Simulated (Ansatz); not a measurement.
## Response to strain in GaP

Start from GaP in the zinc blende structure (space group F-43m, No. 216; a = 5.4513 Å). Axes: x, y, z lie along the cube axes.

Strains are applied to the cell and any free atomic positions relax.

Calculations: r2SCAN/PAW in Ansatz (a quantum-chemistry and plane-wave program), scalar-relativistic without spin-orbit coupling.

Candidates:
(a) uniaxial strain ε_zz = −1.50 %
(b) uniaxial strain ε_zz = −2.50 %
(c) uniaxial strain ε_zz = −0.50 %
(d) uniaxial strain ε_zz = −1.00 %

For the base:

- Band gap: 1.85 eV

**Question.** Order them by band gap, lowest first.

**Answer.** (b) uniaxial strain ε_zz = −2.50 % (1.55 eV), (a) uniaxial strain ε_zz = −1.50 % (1.67 eV), (d) uniaxial strain ε_zz = −1.00 % (1.73 eV), (c) uniaxial strain ε_zz = −0.50 % (1.79 eV)

Stability against distortions was not tested.
